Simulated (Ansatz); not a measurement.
The parent structure is Nb in the bcc (W type) structure (space group Im-3m, No. 229; a = 3.248 Å; relaxed with 0.1 eV smearing).

The values are results of LDA (Ansatz, an electronic-structure program, PAW, scalar-relativistic without spin-orbit coupling), not measurements.

Base values:

The pressure comes out as 0.0 GPa.

Modification: an isotropic linear strain of +2.50 %; the atoms relax in the strained cell.

Q: What does the calculation give for the energy relative to the base after the change?

A: The energy increases by 53 meV/atom.

Q: Estimate the effect on the pressure.

A: The pressure goes from zero to -12.2 GPa.

Whether these cells are dynamically stable was not tested. The final runs are not spin-polarised.
